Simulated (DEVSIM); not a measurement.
System: abrupt Si p-n junction, at 250 K.

Layer 1 from the left is Si, thickness (μm) 18.0, Na (cm⁻³) 1.3e15, τn (s) 1e-7, τp (s) 1e-7. Layer 2 from the left is Si, thickness (μm) 33.0, Nd (cm⁻³) 2.2e17, τn (s) 1e-7, τp (s) 1e-7.

Left contact: ohmic. Right contact: ohmic. Voltage is applied to the left contact. Recombination: SRH at mid-gap. Mobility is μmin + (μ − μmin)/(1 + (N/Nref)^α).

Constants are typed, rounded textbook-type inputs, not results; the design itself was drawn at random and stands for no fabricated device. Values at 300 K; Nc and Nv go as T^1.5, mobilities as T to minus their exponent, the gap by Varshni's rule with the affinity fixed.

Si: gap (eV) 1.124, affinity (eV) 4.05, permittivity 11.7, Nc (cm⁻³) 2.86e19, Nv (cm⁻³) 3.1e19, μn (cm²/Vs) 1417, μp (cm²/Vs) 470, μn,min 52, μp,min 45, Nref,n 9.7e16, Nref,p 2.2e17, αn 0.68, αp 0.72, T exponent of μn 2.3, T exponent of μp 2.2, Varshni α (eV/K) 0.000473, Varshni β (K) 636.

Model (solved in DEVSIM): 1D drift-diffusion, Boltzmann statistics, complete ionisation; no tunnelling, impact ionisation, image-force lowering or self-heating.

Dark forward current:

| |V| (V) | |J| (A/cm²) |
|---|---|
| 0.05 | 9.430e-10 |
| 0.10 | 3.871e-9 |
| 0.15 | 1.362e-8 |
| 0.20 | 4.660e-8 |
| 0.25 | 1.601e-7 |
| 0.30 | 5.651e-7 |
| 0.35 | 2.134e-6 |
| 0.40 | 9.336e-6 |
| 0.45 | 5.211e-5 |
| 0.50 | 0.0003791 |
| 0.55 | 0.003307 |
| 0.60 | 0.03136 |
| 0.65 | 0.2953 |
| 0.70 | 2.245 |
| 0.75 | 11.23 |
| 0.80 | 39.16 |
| 0.85 | 103.3 |
| 0.90 | 216.0 |
| 0.95 | 375.2 |
| 1.00 | 571.1 |
| 1.05 | 795.3 |
| 1.10 | 1043 |
| 1.15 | 1312 |
| 1.20 | 1600 |
| 1.25 | 1906 |
| 1.30 | 2228 |

Problem. Work out the local ideality factor n = ΔV / (kT/q · ln(J2/J1)) between the rows 0.10 and 0.15 V, 0.55 and 0.60 V, 1.25 and 1.30 V.

Solution. kT/q = 21.54 mV. From 0.10 to 0.15 V: ln(1.362e-8/3.871e-9) = 1.258, n = 1.85. From 0.55 to 0.60 V: ln(0.03136/0.003307) = 2.249, n = 1.03, near the 1 of diffusion or emission over a barrier. From 1.25 to 1.30 V: ln(2228/1906) = 0.156, n = 14.87.

Problem. Estimate the current at 0.60 V from the Shockley equation with J0 = Σ q ni² D/(N L) coth(W/L), τ joining the SRH, radiative and Auger lifetimes that are on, and W taken as the whole layer.

Solution. ni² = 6.36e15 cm⁻⁶; electrons in the p layer: μ = 2050 cm²/Vs, D = 44.2 cm²/s, τ = 1.00e-7 s, L = 21.0 μm, W/L = 0.86, term 2.37e-14 A/cm²; holes in the n layer: μ = 385 cm²/Vs, D = 8.28 cm²/s, τ = 1.00e-7 s, L = 9.10 μm, W/L = 3.6, term 4.22e-17 A/cm². J0 = 2.38e-14 A/cm², and J = J0 exp(qV/kT) = 0.0297 A/cm². The simulation gives 0.0314 A/cm²; the estimate lies 5.2 % below. The estimate leaves out recombination in the depletion region and that region's share of W.
